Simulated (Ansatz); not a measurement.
A hypothetical phase is included: elements placed on a structure type, which no database files for this compound.

The decay constant κ of evanescent states in the gap governs leakage through a thin film.

Data:

```xyz
8
Lattice="5.4924 0.0000 0.0000 0.0000 5.4924 0.0000 0.0000 0.0000 3.1993" Properties=species:S:1:pos:R:3 pbc="T T T"
Ga     3.7323     1.7601     0.0000
Ga     1.7601     3.7323     0.0000
Ga     0.9861     0.9861     1.5996
Ga     4.5063     4.5063     1.5996
N      3.7491     3.7491     0.0000
N      1.7433     1.7433     0.0000
N      4.4895     1.0029     1.5996
N      1.0029     4.4895     1.5996
```

The cell was relaxed by PBE-D3(BJ); by r2SCAN it stands under a pressure of -2.6 GPa.

Transport runs along the normal of the first two printed cell vectors, the (001) plane of the conventional cell.

The gap is the functional's own, uncorrected, and κ follows it; spin-orbit coupling is left out. Mid-gap means the computed energy nearest the middle.

Question: Predict the band gap and the smallest decay constant κ at mid-gap from r2SCAN (Ansatz, a quantum-chemistry and plane-wave program).

Answer: Gap 2.25 eV on a 6×6×10 mesh; κ = 0.164 1/Å, at the zone centre.
